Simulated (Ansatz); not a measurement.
Consider Ag in the fcc (Cu type) structure (space group Fm-3m, No. 225; a = 4.105 Å).

All numbers come from r2SCAN in Ansatz (plane waves to 500 eV, PAW, no SOC).

For the base:

```
Property                  Value
-------------------  ----------
Lattice parameter a  7.758 bohr
```

Now apply this change: a hydrostatic pressure of 4.5 GPa.

Task: What does the calculation give for the lattice parameter a after the change?

Result: The lattice parameter a decreases by 0.101 bohr (7.758 bohr → 7.657 bohr).

Load acts through the strain it causes; cell and atoms are relaxed under it. Stability against distortions was not tested.

Ansatz is a quantum-chemistry and plane-wave program.
